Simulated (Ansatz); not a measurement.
The parent structure is BeS in the zinc blende structure (space group F-43m, No. 216; a = 4.838 Å). Axes: x, y, z lie along the cube axes.

Level of theory: PBEsol (Ansatz, an electronic-structure program), no spin-orbit coupling.

Strains are applied to the cell and any free atomic positions relax; under biaxial strain the out-of-plane vector relaxes too; under stress the whole cell relaxes.

One change was made to it. Results:

The valence-band top at Γ (three highest levels, from the VBM) becomes 0.00, 0.00, -0.28 eV (base: 0.00, 0.00, 0.00 eV); the energy increases by 8.4 meV/atom.

Name the change that was made.
A) uniaxial stress, 0.5 GPa tension along x
B) uniaxial stress, 5 GPa tension along x
C) biaxial strain +0.90 %, plane normal [111], relaxed out of plane
D) biaxial strain +0.76 %, plane normal [001], relaxed out of plane

B, uniaxial stress, 5 GPa tension along x. For comparison, the valence-band top at Γ in the other runs: uniaxial stress, 0.5 GPa tension along x gives 0.00, 0.00, -0.03 eV; biaxial strain +0.76 %, plane normal [001], relaxed out of plane gives 0.00, -0.07, -0.07 eV; biaxial strain +0.90 %, plane normal [111], relaxed out of plane gives 0.00, -0.09, -0.09 eV.

The levels and masses belong to the bands next to the band gap. Stability under load was not tested beyond the relaxation.
